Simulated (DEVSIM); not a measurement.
System: Cr/SiO2/n-Si capacitor, at 300 K.

```tsv
layer (left to right)	material	thickness (nm)	Nd (cm⁻³)
1	SiO2	5.00	-
2	Si	2300	6e16
```

Metal gate on the left, work function 4.5 eV. Fixed charge at the semiconductor interface 1.3e11 cm⁻² (in units of +e); no interface traps.

The device is made up for the run: typed textbook-type constants, with dimensions and the other settings drawn at random. Values at 300 K.

| parameter | SiO2 | Si |
|---|---|---|
| gap (eV) | 9 | 1.124 |
| affinity (eV) | 0.9 | 4.05 |
| permittivity | 3.9 | 11.7 |
| Nc (cm⁻³) | - | 2.86e19 |
| Nv (cm⁻³) | - | 3.1e19 |

DEVSIM, 1D Poisson equation in equilibrium, Boltzmann statistics, complete ionisation; no quantum confinement or tunnelling. Metal contacts follow the ideal Schottky-Mott rule: no Fermi-level pinning, no interface dipoles.

The substrate doping was swept, all else fixed.

```
substrate doping (cm^-3)  flat-band voltage (V)  minimum of the low-frequency capacitance (μF/cm²)  threshold voltage (band bending 2φF) (V)
------------------------  ---------------------  -------------------------------------------------  ----------------------------------------
3e15                                       0.18                                             0.0216                                     -0.50
6e15                                       0.20                                             0.0296                                     -0.54
1.2e16                                     0.22                                             0.0399                                     -0.58
3e16                                       0.24                                             0.0590                                     -0.65
6e16                                       0.26                                             0.0778                                     -0.72
1.2e17                                     0.28                                                  ?                                         ?
```

Problem. Complete the blanks.

Solution. 
- 1.2e17, minimum of the low-frequency capacitance (μF/cm²): 0.103
- 1.2e17, threshold voltage (band bending 2φF) (V): -0.82
